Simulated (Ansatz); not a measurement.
# A self-consistent single point of MgB2 (P6/mmm, 3 atoms in the cell) with Ansatz

Computed with PBE (plane waves, PAW; Ansatz, a program for electronic structure).

Input as run:

Ansatz 0.2 input:
```yaml
# MgB2
crystal:
  lattice:
    - [3.11207000, 0.00000000, 0.00000000]
    - [-1.55603500, 2.69513200, 0.00000000]
    - [0.00000000, 0.00000000, 3.57755600]
  atoms:
    - { symbol: Mg, position_ang: [0.00000000, 0.00000000, 0.00000000] }
    - { symbol: B, position_ang: [1.55603656, 0.89837643, 1.78877800] }
    - { symbol: B, position_ang: [-0.00000156, 1.79675557, 1.78877800] }
kpoints:
  mp_grid: { grid: [8, 8, 6] }
hamiltonian:
  xc: pbe
  pseudopotentials: { kind: paw }
scf:
  occupations: { method: cold, width: 0.02 Ry }
output:
  forces: true
  eigenvalues: true
  stress: true
```

The program printed (abridged):

```
WARN the atoms were moved onto the symmetric positions of the space group found under crystal.symmetry.tolerance 1.0e-5 (fractional …
WARN basis.ecutwfc = 420 eV, the default
WARN ansatz: RAYON_NUM_THREADS=1 ignored (pool sized by the plan → 1); use --threads N
Pseudopotentials: kind: paw
Pseudopotential: Mg, paw, valence charge 10
Pseudopotential: B, paw, valence charge 3
Crystal: 3 atoms, lattice volume = 30.007 Å³
Basis set: ecut = 420 eV, 563 PW (Γ), exchange–correlation on 48×48×48 points (8 copies of the dense FFT grid, shifted against one another)
Bands: 12, of which v1, the nominal top of the filled ones, is band 8 counted from 1 (7 counted from 0)
Symmetry: 24 space group operations
Space group: P6/mmm (ITA 191), of the structure as read, at distance tolerance 3.1e-5 Å
k-points: 40 of 384
Initial density: superposition of atomic densities (neutral atoms: chi_scale 0, normalization atom), corrected by the library's trained network
Initial wavefunctions: pseudopotential atomic-orbital guess
Eigensolver: davidson
Functional: x = pbe(κ = 0.804, μ = 0.2195149727645171), c = pbe(β = 0.06672455060314922)
SCF iter   1: F=—  HF=-2235.997211 eV  |F-HF|=—  |Δ(HF+E_count)|=         —  Δρ=1.22e-3  dr2=2.27e-4  ethr=1.77e-3  ⟨swp⟩=5.0  Hψ=2513  notcnv=0
all-band conjugate gradients solve this SCF's bands
preconditioner: auto → none
SCF iter   2: F=—  HF=-2235.997987 eV  |F-HF|=—  |Δ(HF+E_count)|=   7.75e-4  S|Δr|=    0.00e0  Δρ=7.42e-4  dr2=9.54e-5  ethr=1.42e-6  ⟨swp⟩=3.2  Hψ=1214  notcnv=0
SCF iter   3: F=—  HF=-2235.998079 eV  |F-HF|=—  |Δ(HF+E_count)|=   9.21e-5  S|Δr|=    0.00e0  Δρ=1.90e-4  dr2=1.32e-5  ethr=5.96e-7  ⟨swp⟩=2.2  Hψ=652  notcnv=0
SCF iter   4: F=—  HF=-2235.998074 eV  |F-HF|=—  |Δ(HF+E_count)|=   4.94e-6  S|Δr|=    0.00e0  Δρ=5.79e-5  dr2=3.83e-7  ethr=8.28e-8  ⟨swp⟩=2.1  Hψ=608  notcnv=0
SCF iter   5: F=-2235.998074 eV  HF=-2235.998074 eV  |F-HF|=1.46e-8  |Δ(HF+E_count)|=   1.06e-7  S|Δr|=    0.00e0  Δρ=1.94e-5  dr2=6.17e-8  ethr=6.25e-10  ⟨swp⟩=5.0  Hψ=2193  notcnv=0
SCF 1 converged in 5 iterations: F = -2235.998074 eV  dr2 = 6.17e-8
SCF converged after 5 iterations
Stability not checked (fill_not_monotonic)
Free energy (F): -2235.998074 eV
Harris-Foulkes:  -2235.998074 eV  (|F-HF|=1.46e-8)
Internal energy: -2235.986358 eV  (E = F + TS)
E sigma→0 (E₀):  -2235.994168 eV
Entropy (-TS):   -0.011715 eV (-3.905 meV/atom)
Fermi energy:    8.887909 eV
--- Per-component energies (eV) ---
  E_band       = -299.474934
  E_kinetic    = 171.990812
  E_local      = -1536.015612  (includes V_loc(G=0)·N_el)
  E_nonlocal   = 117.970538
  E_hartree    = 546.519396
  E_xc         = -93.500299
  E_vxc        = -114.061179  (∫ρ·V_xc dr)
  E_paw        = -449.068427  (= ΣΔE_a)
  E_vpaw       = -32.400389  (= ΣTr[D̂ρ^β])
  E_aug_tail   = -0.000013  (compensation charges beyond the density's cutoff)
  E_ewald      = -993.882753
  E_smearing   = -0.011715  (= −TS)
  E_closure    = -0.000000  (closes the sum)
  Σ components = -2235.998074   (vs F -2235.998074, Δ=0.00e0)
--- Forces (eV/Å), atoms counted from 1 ---
  atom   1  Mg    -0.00000000    -0.00000000     0.00000000
   [... zero for the other atoms too ...]
  max |Σ_I F_I| component: 2.78e-17 eV/Å
--- Stress (GPa, compression-positive) ---
       -5.323955      -0.000000       0.000000
       -0.000000      -5.323955       0.000000
        0.000000       0.000000      -5.011853
  P = ⅓ Tr σ = -5.2199 GPa (-52.199 kbar)
  The stress holds the Pulay correction. Without it, at fixed plane waves, as pw.x and ABINIT print it: P = -5.3868 GPa
--- Band table (eV; the first three rows and the last of 40) ---
  k-point 0: bands = ["-66.4066", "-33.1564", "-33.1564", "-33.1392", "-3.3464", "5.9481", "9.2420", "9.2420", "10.3405", "15.1000", "15.1000", "16.6869"]
  k-point 1: bands = ["-66.4065", "-33.1563", "-33.1563", "-33.1407", "-3.1204", "4.4814", "9.3237", "9.3237", "12.3515", "15.1775", "15.1775", "16.6866"]
  k-point 2: bands = ["-66.4065", "-33.1561", "-33.1561", "-33.1437", "-2.5415", "2.5119", "9.4967", "9.4967", "15.3451", "15.3451", "15.9006", "16.6855"]
  k-point 39: bands = ["-66.4032", "-33.1845", "-33.1752", "-33.1389", "2.0403", "2.6278", "4.4548", "6.2781", "7.4953", "12.6666", "18.3456", "21.3026"]
```

The run converged in 5 iterations.

The starting cell comes from a database of computed structures (which also holds hypothetical and non-ambient phases and stackings), without a prior relaxation at this level. Its lattice was rescaled by a random factor within 2.5 % of one. With a pressure of about -5 GPa the cell is away from its equilibrium volume at this level. Ansatz's pressure includes its estimate of the finite-basis (Pulay) stress.
